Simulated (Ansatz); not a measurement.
The structure below was relaxed with Ansatz (a first-principles code), PBEsol, PAW, cutoff 420 eV, no spin-orbit coupling, at pressure 3 GPa.

```
SrGeO3
1.0
    6.74069     0.00000     0.00000
   -3.37034     5.83761     0.00000
    0.00000     0.00000     5.70985
Sr Ge O
3 3 9
Direct
  0.00000   0.33046   0.50000
  0.33046   0.00000   0.50000
  0.66954   0.66954   0.50000
  0.27652   0.27652   0.00000
  0.00000   0.72348   0.00000
  0.72348   0.00000   0.00000
  0.74545   0.74545   0.00000
  0.00000   0.25455   0.00000
  0.25455   0.00000   0.00000
  0.36464   0.36464   0.28308
  0.00000   0.63536   0.71692
  0.63536   0.00000   0.28308
  0.36464   0.36464   0.71692
  0.00000   0.63536   0.28308
  0.63536   0.00000   0.71692
```

Q: Find the space group and the Wyckoff positions.

A: Space group P-62m (No. 189); a = b = 6.7407 Å, c = 5.7099 Å, α = β = 90.00°, γ = 120.00°

```
atom  site  symmetry       x       y       z
----  ----  --------  ------  ------  ------
Sr      3g       m2m  0.6695  0.6695  0.5000
Ge      3f       m2m  0.2765  0.2765  0.0000
O       3f       m2m  0.0000  0.2546  0.0000
O       6i       ..m  0.3646  0.3646  0.2831
```

Q: Describe the coordination.

A: The crystal has 15 atoms in its conventional cell. Lattice parameters: a = 6.741 Å, b = 6.741 Å, c = 5.710 Å, α = 90.00°, β = 90.00°, γ = 120.00°. Sr is coordinated by 2 O at 2.400 Å and 4 O at 2.657 Å and 2 O at 2.900 Å. Ge is coordinated by 4 O at 1.722–1.795 Å. O1 is coordinated by 2 Ge at 1.795 Å and 2 Sr at 2.900 Å. O2 is coordinated by 1 Ge at 1.722 Å and 1 Sr at 2.400 Å and 2 Sr at 2.657 Å. (Neighbours: up to the widest gap in distance over summed covalent radii, below 1.35, at either atom; cation-cation and far metal-metal contacts left out.)

Load acts through the strain it causes; cell and atoms are relaxed under it. Stability against distortions was not tested. The cell was made from SrGeO3 (space group P-62m, No. 189; a cell from a computed database, its experimental status unchecked) by this change: pressure 3 GPa.
